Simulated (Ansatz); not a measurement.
Response to strain in Mg3Sb2

Base system: Mg3Sb2 (space group P-3m1, No. 164; a = 4.569 Å, c = 7.250 Å). Axes: x lies along a and z along c of the hexagonal cell.

Strains are applied to the cell and any free atomic positions relax; under biaxial strain the out-of-plane vector relaxes too.

Level of theory: r2SCAN/PAW in Ansatz (a quantum-chemistry and plane-wave program), without spin-orbit coupling, earlier PAW set.

Candidates:
(a) isotropic strain +5.68 %
(b) isotropic strain +0.65 %
(c) biaxial strain +2.38 %, plane normal [001], relaxed out of plane

For the base:

| Item | Value |
|---|---|
| Band gap | 0.61 eV |

Problem. Order them by band gap, highest first.

Solution. (b) isotropic strain +0.65 % (0.63 eV), (a) isotropic strain +5.68 % (0.46 eV), (c) biaxial strain +2.38 %, plane normal [001], relaxed out of plane (0.41 eV)

With Sb present, leaving out spin-orbit coupling can change the band edges. Whether these cells are dynamically stable was not tested.
